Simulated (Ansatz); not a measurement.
Take TiAl$_{3}$ (space group I4/mmm, No. 139; a = 3.8262 Å, c = 8.5542 Å; relaxed with 0.1 eV smearing) as the base. Axes: x, y, z lie along a, b, c of the conventional cell.

Computed with Ansatz (a first-principles code), r2SCAN, PAW, cutoff 500 eV, no spin-orbit coupling.

Strains are applied to the cell and any free atomic positions relax; under biaxial strain the out-of-plane vector relaxes too.

One change was made to it. Results:

```csv
quantity,base,after
energy relative to the base (free energy F),0 meV/atom,+4.7 meV/atom
"pressure (mean of the normal stresses, compression positive)",0.0 GPa,-3.2 GPa
```

Question: What was done to the base?
(A) tensor shear ε_yz = −3.02 %
(B) isotropic strain +3.50 %
(C) isotropic strain +0.98 %
(D) isotropic strain +4.74 %
(E) biaxial strain +1.59 %, plane normal [001], relaxed out of plane

Answer: C, isotropic strain +0.98 %. For comparison, the energy relative to the base in the other runs: isotropic strain +3.50 % gives +56 meV/atom; biaxial strain +1.59 %, plane normal [001], relaxed out of plane gives +6.6 meV/atom; isotropic strain +4.74 % gives +99 meV/atom; tensor shear ε_yz = −3.02 % gives +19 meV/atom.

Whether these cells are dynamically stable was not tested. All final runs are without spin polarisation.
